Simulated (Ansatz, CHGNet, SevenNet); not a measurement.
**HfGe2 (model structure, started from the AlB2 type, P6/mmm, No. 191, 3 atoms in the cell): properties by level of theory**

```
level (code)     lattice constant a (Å)  lattice parameter c (Å)
---------------  ----------------------  -----------------------
CHGNet 0.3.0                      4.516                        ?
SevenNet-0                        4.771                        ?
SevenNet-l3i5                     4.470                        ?
PBE (Ansatz)                          ?                    2.837
PBEsol (Ansatz)                   4.690                    2.793
```

Question: Fill in the missing entries.

Answer: 
- CHGNet 0.3.0, lattice parameter c (Å): 3.126
- SevenNet-0, lattice parameter c (Å): 2.744
- SevenNet-l3i5, lattice parameter c (Å): 3.331
- PBE (Ansatz, a program for electronic structure), lattice constant a (Å): 4.760

Caveats: the cell has another shape than the first-principles one, perhaps another minimum in the same group (CHGNet 0.3.0, SevenNet-l3i5); the cell moved over 20 % in volume from its start (CHGNet 0.3.0, SevenNet-0, SevenNet-l3i5). Ansatz's density-functional and Hartree–Fock values are scalar-relativistic unless marked +SOC, with PAW data made under PBE.

Static lattice: no zero-point or thermal effects.

A model structure was made by putting elements into a prototype or built by hand; it is no filed structure, need not be a known phase, and can be a saddle point held by its symmetry.
